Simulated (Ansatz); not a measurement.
We consider ZnO (model structure, started from the BN type, Pm-3n, No. 223, 12 atoms in the cell), described by HSE06 (plane waves, PAW; Ansatz, a first-principles code).

Numerical settings: plane-wave cutoff 460 eV, 4×4×4 k mesh, Fermi–Dirac smearing 0.01 eV, scalar-relativistic PAW data made under PBE.

Cell (relaxed with PBEsol):

```cif
data_O6Zn6
_chemical_formula_sum 'Zn6 O6'
_space_group_name_H-M_alt 'P 1'
_space_group_IT_number 1
_cell_length_a 5.57711
_cell_length_b 5.57711
_cell_length_c 5.57711
_cell_angle_alpha 90.000
_cell_angle_beta 90.000
_cell_angle_gamma 90.000
loop_
_space_group_symop_operation_xyz
  'x, y, z'
loop_
_atom_site_label
_atom_site_type_symbol
_atom_site_fract_x
_atom_site_fract_y
_atom_site_fract_z
_atom_site_occupancy
Zn1 Zn 0.25000 0.00000 0.50000 1
Zn2 Zn 0.50000 0.25000 0.00000 1
Zn3 Zn 0.50000 0.75000 0.00000 1
Zn4 Zn 0.75000 0.00000 0.50000 1
Zn5 Zn 0.00000 0.50000 0.75000 1
Zn6 Zn 0.00000 0.50000 0.25000 1
O1 O 0.25000 0.50000 0.00000 1
O2 O 0.00000 0.25000 0.50000 1
O3 O 0.00000 0.75000 0.50000 1
O4 O 0.75000 0.50000 0.00000 1
O5 O 0.50000 0.00000 0.75000 1
O6 O 0.50000 0.00000 0.25000 1
```

**Question.** Predict the band gap.

**Answer.** 
band gap: 2.70 eV (on the SCF k mesh) (direct)

Note: the relaxation could raise the start's symmetry but not lower it, so the cell can be a saddle point; cell and atoms aren't relaxed at this level (pressure 1.4 GPa).

The computed numbers hold no vibrational or temperature effects.

The result took about 3 core-minutes (a rough figure).

A model structure was made by putting elements into a prototype or built by hand; it is no filed structure, need not be a known phase, and can be a saddle point held by its symmetry.
